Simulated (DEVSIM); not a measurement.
Device: GaP/Si n-p heterojunction, at 350 K.

Layer 1 from the left is GaP, thickness (μm) 0.100, Nd (cm⁻³) 1.1e17, τn (s) 1.6e-7, τp (s) 1.6e-7. Layer 2 from the left is Si, thickness (μm) 2.30, Na (cm⁻³) 7.5e17, τn (s) 1.6e-7, τp (s) 1.6e-7.

Left contact: ohmic. Right contact: ohmic. Voltage is applied to the left contact. Recombination: SRH at mid-gap. Mobility is μmin + (μ − μmin)/(1 + (N/Nref)^α).

The device is made up for the run: typed textbook-type constants, with dimensions and the other settings drawn at random. Values at 300 K; Nc and Nv go as T^1.5, mobilities as T to minus their exponent, the gap by Varshni's rule with the affinity fixed.

GaP: gap (eV) 2.26, affinity (eV) 3.8, permittivity 11.1, Nc (cm⁻³) 1.8e19, Nv (cm⁻³) 1.9e19, μn (cm²/Vs) 250, μp (cm²/Vs) 150, μn,min 10, μp,min 10, Nref,n 4.4e18, Nref,p 1e18, αn 0.8, αp 0.85, T exponent of μn 1.6, T exponent of μp 1.98, Varshni α (eV/K) 0.00058, Varshni β (K) 372. Si: gap (eV) 1.124, affinity (eV) 4.05, permittivity 11.7, Nc (cm⁻³) 2.86e19, Nv (cm⁻³) 3.1e19, μn (cm²/Vs) 1417, μp (cm²/Vs) 470, μn,min 52, μp,min 45, Nref,n 9.7e16, Nref,p 2.2e17, αn 0.68, αp 0.72, T exponent of μn 2.3, T exponent of μp 2.2, Varshni α (eV/K) 0.000473, Varshni β (K) 636.

DEVSIM, 1D drift-diffusion, Boltzmann statistics, complete ionisation; no tunnelling, impact ionisation, image-force lowering or self-heating. Band offsets follow the typed affinities; no thermionic-emission limit at abrupt steps, no polarisation charge.

Problem. What does the simulation give for the largest field in the device at zero bias, the potential step across the device at zero bias, the dark forward voltage at 1 A/cm², the dark forward voltage at 100 A/cm²?

Solution. largest field in the device at zero bias 180000 V/cm; potential step across the device at zero bias 1.081 V; dark forward voltage at 1 A/cm² 0.645 V; dark forward voltage at 100 A/cm² 0.806 V.
